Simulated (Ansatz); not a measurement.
The reference is YN in the rock salt structure (space group Fm-3m, No. 225; a = 4.896 Å). Axes: x, y, z lie along the cube axes.

Computed with DFT with r2SCAN, PAW potentials and a 500 eV plane-wave cutoff in Ansatz (a first-principles code), scalar-relativistic without spin-orbit coupling.

Before the change:

| Property | Value |
|---|---|
| Valley order | X along ⟨100⟩ 0.58 eV |
| Electron mass | 1.3 mₑ along k, 0.15 mₑ across (at X) |
| Smallest direct gap | 0.98 eV |

Perturbation: the cell is stretched by 2.50 % along z with no lateral relaxation, atoms relaxed at fixed cell.

Question: What happens to the stress, valley order, electron mass and smallest direct gap?

Answer: The stress (xx, yy, zz, yz, xz, xy; compression positive) is (-2.06, -2.06, -7.19, 0.00, 0.00, 0.00) GPa; the valley order (the lowest conduction-band minima on the path, energy above the VBM, named in the base's zone) changes from X along ⟨100⟩ 0.58 eV to X along [100] 0.57 eV; X along [001] 0.64 eV; the electron mass becomes 1.3 mₑ along k, 0.16 mₑ across (at X) (base: 1.3 mₑ along k, 0.15 mₑ across (at X)); the smallest direct gap rises by 0.013 eV, from 0.98 eV to 1.00 eV.

The cells carry an imposed strain or load. Masses are band curvatures over ±0.01 Å⁻¹ around the edge. Along k means along the line from Γ to the band edge. No phonon test of stability was made.
